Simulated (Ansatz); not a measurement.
A working Ansatz (a quantum-chemistry and plane-wave program) input for Li₂MgSiS₄ (I-4, 8 atoms in the cell) (DFT, PBE, plane waves, default PAW files):

Ansatz 0.2 input:
```yaml
crystal:
  lattice:
    - [-2.62266100, 2.62266100, 5.25353700]
    - [2.62266100, -2.62266100, 5.25353700]
    - [2.62266100, 2.62266100, -5.25353700]
  atoms:
    - { symbol: Li, position_ang: [0.00000000, 0.00000000, 0.00000000] }
    - { symbol: Li, position_ang: [0.00000000, 2.62266100, 2.62676850] }
    - { symbol: Mg, position_ang: [2.62266100, 0.00000000, 2.62676850] }
    - { symbol: Si, position_ang: [0.00000000, 0.00000000, 5.25353700] }
    - { symbol: S, position_ang: [1.34280243, 1.34804775, 3.90863153] }
    - { symbol: S, position_ang: [1.27985857, 1.27461325, -1.34490547] }
    - { symbol: S, position_ang: [1.34804775, -1.34280243, 6.59844247] }
    - { symbol: S, position_ang: [1.27461325, 3.96546343, 1.34490547] }
kpoints:
  mp_grid:
    grid: [7, 7, 7]
hamiltonian:
  xc: pbe
  pseudopotentials:
    kind: paw
scf:
  occupations:
    method: cold
    width: 0.2 eV
output:
  forces: true
  eigenvalues: true
  stress: true
```

The run converged in 6 iterations: free energy E − TS (on the zero of these files) -6584.7599 eV; top of the valence band (on the code's own zero) 3.91 eV; gap on the k-point mesh 2.31 eV; pressure 4.81 GPa; largest force (vector length) 2.897 eV/Å. Each of these slips is then made, one at a time:

(1)
```diff
-    width: 0.2 eV
+    width: 1.0 eV
```

(2)
```diff
-kpoints:
-  mp_grid:
-    grid: [7, 7, 7]
```

Question: Predict the outcome of each change.

Answer: 
(1) A smearing width that is far too large. The run converged in 13 iterations, and against the sound input the free energy is nearly the same (within 1 meV/atom), the pressure stays at 4.81 GPa, the largest force stays at 2.897 eV/Å and the gap on the mesh stays at 2.310 eV. It cost iterations: the sound input took 6.

(2) No k-points given. The program stopped before any SCF iteration, with the message: Error: YAML parse error: missing field `kpoints`.

The starting cell was generated: these elements placed on a structure prototype, without a prior relaxation; it need not be a known phase or ordering of this composition. Its lattice was rescaled by a random factor within 2.5 % of one. In the base run, with a pressure of about 5 GPa the cell is away from its equilibrium volume at this level. In the base run, forces exceed 1 eV/Å. Ansatz's pressure includes its estimate of the finite-basis (Pulay) stress.

Left out of this page: 3 runs of the series outside the window shown, repeating another row's setting, or not comparable; 1 run of the series stopped by limits of time or memory.
